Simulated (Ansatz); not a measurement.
The starting structures come from a database of crystals and need not be the phases stable at ambient conditions.

 Where the default PAW files enter, the runs use the earlier of Ansatz's two default sets.

```
CELL_PARAMETERS angstrom
      5.63790     0.00000     0.00000
     -2.81895     4.88256     0.00000
      0.00000     0.00000     7.31833
ATOMIC_POSITIONS crystal
  K  0.00000 0.00000 0.50000
  Al 0.00000 0.00000 0.00000
  Mo 0.66667 0.33333 0.22970
  Mo 0.33333 0.66667 0.77030
  O  0.15707 0.31414 0.84568
  O  0.84293 0.68586 0.15432
  O  0.68586 0.84293 0.84568
  O  0.31414 0.15707 0.15432
  O  0.15707 0.84293 0.84568
  O  0.84293 0.15707 0.15432
  O  0.66667 0.33333 0.46894
  O  0.33333 0.66667 0.53106
```

Space group of this cell: P-3m1. The cell is taken as given; by r2SCAN its mean pressure is -6.6 GPa.

Transport runs along the normal of the first two printed cell vectors, the (001) plane of the conventional cell.

No gap correction and no spin-orbit coupling; mid-gap values are interpolated between computed energies.

**Question.** Predict the band gap and the smallest decay constant κ at mid-gap from r2SCAN run with Ansatz (an electronic-structure program).

**Answer.** Gap 4.05 eV on a 6×6×4 mesh; κ = 0.623 1/Å, at the zone centre.
